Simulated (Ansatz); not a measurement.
The (115) surface of diamond, 2 pairs of surface atoms bonded, no caps (bottom of the slab: built like the top, H on every dangling bond, free)

Method: PBE (plane waves to 420 eV, PAW; Ansatz, a quantum-chemistry and plane-wave program).

Model: 62-atom slab, 10.8 Å thick at the start with caps and adatoms (thin: gaps and levels are the slab's own), 5x4x1 mesh, Fermi-Dirac 0.025 eV, dipole correction, 12 atoms held, the rest relaxed; no symmetry held; no spin, no spin-orbit, no U. In PBE it is, or lies within 0.01 eV a 1x1 cell of, the lowest of the 2 structures of its composition computed so far; subsurface sites and larger cells were not tried.

```yaml
gap_of_the_slab_on_its_k_mesh: 1.75 eV
highest_filled_level_below_the_top_vacuum_level: 5.87 eV
energy_released_by_relaxation: 9.64 eV
cost: roughly 22 core-minutes
```
